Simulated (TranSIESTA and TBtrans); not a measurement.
Run with TranSIESTA and TBtrans (open boundaries, self-consistent; PseudoDojo norm-conserving potentials, scalar-relativistic): PAO.BasisSize DZP, PAO.EnergyShift 0.15 eV, XC.Authors PBE, Mesh.Cutoff 200 Ry, ElectronicTemperature 300 K, TS.Voltage 0.0 eV, TBT.Elecs.Eta 0.001 eV, no spin polarisation.

Junction: Pb chain with one H atom inserted. Leads: straight Pb chain, spacing 2.708 Å. Geometry: 3 atoms about the centre moved by SIESTA (PBE, DZP) to a largest force of 0.03 eV/Å, all others as built, motion along the axis alone.

### Question
Predict: conductance at 300 K (G0 = 2e²/h); mean T from −0.5 to 0.5 eV.

### Answer
conductance at 300 K (G0 = 2e²/h): 2.22; mean T from −0.5 to 0.5 eV: 2.09. The straight chain is held at its spacing; free chains may zigzag or dimerise. No spin-polarised start was tried, so a magnetic state, if there is one, is missed. Spin-orbit coupling, left out here, matters for the heavy atoms.
